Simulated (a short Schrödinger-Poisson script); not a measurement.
**Symmetric double-gate stack, SiO2 on p-type GaAs**

Stack: symmetric double-gate stack, SiO2 on p-type GaAs, at 300 K.

```
layer  material  thickness (nm)  Na (cm⁻³)
-----  --------  --------------  ---------
1          SiO2             1.7          -
2          GaAs               8       4e16
3          SiO2             1.7          -
```

The device is made up for the run: typed textbook-type constants, with dimensions and the other settings drawn at random. SiO2: permittivity 3.9, conduction-band edge (eV) 3.17, gap (eV) 9, electron mass (mₑ) 0.5. GaAs: permittivity 12.9, conduction-band edge (eV) 0, gap (eV) 1.424, Nv at 300 K (cm⁻³) 9e18.

Channel valleys (confinement mass, in-plane density-of-states mass, number): Γ 0.067, 0.067, 1. At the gates, both at one voltage, the conduction-band edge of layer 1 lies 3.54 eV − eVg above the Fermi level of the channel. Gaps are held at their typed values at every temperature. Mesh 0.03 nm at interfaces.

Solved with a short Schrödinger-Poisson script written for these runs: 1D Poisson equation in equilibrium, electrons quantum, Hartree (BenDaniel-Duke, 12 states a valley, the channel's in-plane mass for all, wave functions ending at the dielectric), parabolic valleys, classical holes, full ionisation, no traps, pinning or gate leakage.

```
Vg (V)  electrons (cm⁻²)  C (μF/cm²)  Γ E0 (meV)  Γ E1 (meV)
------  ----------------  ----------  ----------  ----------
0.2               3.18e7     < 0.003       259.3       522.3
0.3               1.52e9     0.00954       159.4       422.4
0.4              6.12e10       0.327        62.8       325.5
0.5              6.04e11        1.35        -6.9       254.0
0.6              1.57e12        1.67       -53.0       204.5
0.7              2.64e12        1.74       -93.5       160.2
0.8              3.73e12        1.76      -132.9       117.2
0.9              4.84e12        1.80      -171.5        74.8
1                5.99e12        1.91      -208.1        34.6
1.1              7.24e12        2.09      -240.3        -1.1
1.2              8.59e12        2.21      -268.1       -32.3
1.3              9.99e12        2.26      -293.5       -61.1
1.4              1.14e13        2.28      -317.9       -88.8
1.5              1.28e13        2.29      -342.1      -116.3
1.6              1.43e13        2.30      -366.2      -143.6
1.7              1.57e13        2.30      -390.3      -170.9
1.8              1.71e13        2.31      -414.4      -198.2
```

Gate voltages with under 1e6 electrons/cm² are left out.

Subbands count from the Fermi level. The capacitance is that of both gates.

Above a few 1e12 electrons/cm² a light Γ valley is non-parabolic and upper valleys begin to fill, which the model leaves out.
